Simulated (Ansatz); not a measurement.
Start from RbBr in the rock salt structure (space group Fm-3m, No. 225; a = 6.843 Å).

It is then changed as follows: every lattice vector is shortened by 2.00 %, atoms relaxed at fixed cell.

All numbers come from Ansatz (a first-principles code) PBEsol, no SOC.

Base, band edges from the VBM (valence, conduction): X -0.16, 5.50; W -0.36, 6.98; L -0.37, 6.68; Γ 0.00, 4.22; K -0.27, 6.24; U -0.27, 6.24 eV.

Problem. Give the band edges at the high-symmetry points of the new zone, measured from its valence-band maximum.

Solution. 
| point | valence edge (eV) | conduction edge (eV) |
|---|---|---|
| Γ | 0.00 | 4.37 |
| X | -0.16 | 5.41 |
| U | -0.30 | 6.22 |
| K | -0.30 | 6.22 |
| L | -0.43 | 6.83 |
| W | -0.37 | 7.02 |

The gap is 4.37 eV, direct at Γ.

The cells carry an imposed strain or load. Stability against distortions was not tested.
